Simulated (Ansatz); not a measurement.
```
CELL_PARAMETERS angstrom
      0.00000     2.69199     2.69199
      2.69199     0.00000     2.69199
      2.69199     2.69199     0.00000
ATOMIC_POSITIONS crystal
  Cd 0.00000 0.00000 0.00000
  F  0.25000 0.25000 0.25000
  F  0.75000 0.75000 0.75000
```

Level of theory: PBEsol, rigid bands (plane waves, PAW, scalar-relativistic; Ansatz, an electronic-structure program). Geometry: cell and atoms relaxed with PBEsol.

Question: What conductivity effective mass do dilute electrons have at 300 K?

Answer: 0.38 mₑ.

Question: Predict the hole conductivity mass (n e² τ/σ) at 300 K, by direction if it differs.

Answer: 3.0 mₑ.

Question: And the band gap?

Answer: 2.95 eV at this level; semilocal functionals usually fall short of the measured gap.

Rigid bands, one relaxation time for all states, no polarons. Spin-orbit coupling is left out; where it splits the top of the valence band it changes the hole mass and lowers the gap by about a third of the splitting.

Formula and space group known from diffraction (Crystallography Open Database), not checked to be the room-temperature form: CdF2 (Fm-3m).
